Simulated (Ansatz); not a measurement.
Consider the energy of the reaction as written. Reaction: 8 C (graphite) + Yb (fcc) + K (bcc) → cell A. A negative value means that the right-hand side lies lower.

Cell A: a layer of C (graphite, P6₃/mmc), 10 atoms, hexagonal cell of 4.93 Å (21.0 Å²), symmetry P6mm within 0.02 Å, 5.1 Å thick under 15 Å of vacuum, in-plane vectors held at the crystal's; planes from bottom to top: Yb | C8 | K, its two faces unlike (dipole correction applied); added, foreign or displaced atoms, above the top plane and below the bottom plane: Yb bound to 6 C at 2.70 Å; K bound to 6 C at 3.14 Å; spin state with PBE: no moments, k-point mesh 11×11×1.
```
CELL_PARAMETERS angstrom
      4.92998     0.00000     0.00000
     -2.46499     4.26949     0.00000
      0.00000     0.00000    20.41958
ATOMIC_POSITIONS crystal
  C  0.16707 0.33414 0.49096
  C  0.33414 0.16707 0.49096
  C  0.16707 0.83293 0.49096
  C  0.33333 0.66667 0.49009
  C  0.66667 0.33333 0.49009
  C  0.83293 0.16707 0.49096
  C  0.66586 0.83293 0.49096
  C  0.83293 0.66586 0.49096
  Yb 0.00000 0.00000 0.37845
  K  0.00000 0.00000 0.62769
```

Reference: C (graphite, P6₃/mmc), 16 atoms in the cell, the relaxed perfect crystal repeated, atoms not moved again, k-point mesh 11×11×6 on the run's own vectors.

Reference: Yb (fcc, Fm-3m), 1 atom in the cell; spin state with PBE: no moments, k-point mesh 20×20×20 on the run's own vectors. Conventional cell: a = b = c = 5.092 Å, α = β = γ = 90.00°.

Reference: K (bcc, Im-3m), 1 atom in the cell, k-point mesh 16×16×16 on the run's own vectors. Conventional cell: a = 5.1737 Å, b = 5.1737 Å, c = 5.1737 Å, α = 90.00°, β = 90.00°, γ = 90.00°.

Computed with Ansatz (plane waves, PAW), its default PAW set, cutoff 420 eV, 500 eV for r2SCAN. The structures are at rest with PBE+D3(BJ), within the held lattices; other levels are single points on them. Neutral cells; Fermi-Dirac smearing of at most 0.10 eV in the solids, energies taken to zero width. The lattices are those relaxed with PBE+D3(BJ), so at other levels the solids can be strained, which adds to the spread. A dispersion term (D3(BJ), or D4 for r2SCAN) was computed beside these levels and is taken off wherever the name lacks it. Nuclei at rest; no vibrational terms. The structures are the rest points that the relaxations reached, not proven lowest. Spin-orbit coupling is left out. Runs with 4f elements can settle in higher electronic states, so these values are less sure. Values are for these cell sizes. Cell A has symmetry P6mm within 0.02 Å and got no random move, so less symmetric positions, which may lie lower, weren't tried.

Problem. Give the value at the level PBE.

Solution. 0.92 eV, for 8 C (graphite) + Yb (fcc) + K (bcc) → cell A.

Problem. What do the other levels give, and how wide is the spread?

Solution. 
```json
[
 {"Method": "PBE+D3(BJ)", "value (eV)": "1.45", "less PBE": "0.53"},
 {"Method": "r2SCAN", "value (eV)": "0.83", "less PBE": "-0.09"},
 {"Method": "r2SCAN+D4", "value (eV)": "1.07", "less PBE": "0.15"}
]
```

The levels shown span 0.62 eV, from r2SCAN (0.83) to PBE+D3(BJ) (1.45).

Ansatz is a first-principles code.
